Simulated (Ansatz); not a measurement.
# Effect of isotropic strain −1.57 % on Al

The parent structure is Al in the fcc (Cu type) structure (space group Fm-3m, No. 225; a = 3.992 Å; relaxed with 0.1 eV smearing).

It is then changed as follows: the cell is scaled by 0.9843 in all directions; the atoms relax in the strained cell.

Method: DFT with r2SCAN, PAW potentials and a 500 eV plane-wave cutoff in Ansatz (a program for electronic structure), no spin-orbit coupling, earlier PAW set. Γ-centred 28×28×28 mesh, Fermi–Dirac width 0.1 eV.

```csv
quantity,base,changed,shift
space group,Fm-3m (No. 225),Fm-3m (No. 225),–
shortest interatomic distance,2.823 Å,2.779 Å,-0.044 Å
energy relative to the base (free energy F),0 meV/atom,+11 meV/atom,+11 meV/atom
pressure,0.0 GPa,4.9 GPa,+4.9 GPa
band gap,zero,zero,–
```

Final structure:

```
CELL_PARAMETERS angstrom
      0.00000     1.96484     1.96484
      1.96484     0.00000     1.96484
      1.96484     1.96484     0.00000
ATOMIC_POSITIONS crystal
  Al 0.00000 0.00000 0.00000
```

Cost of the whole job for the changed cell (relaxation, final SCF and bands): about 10 core-seconds (a rough figure).

Stability against distortions was not tested.
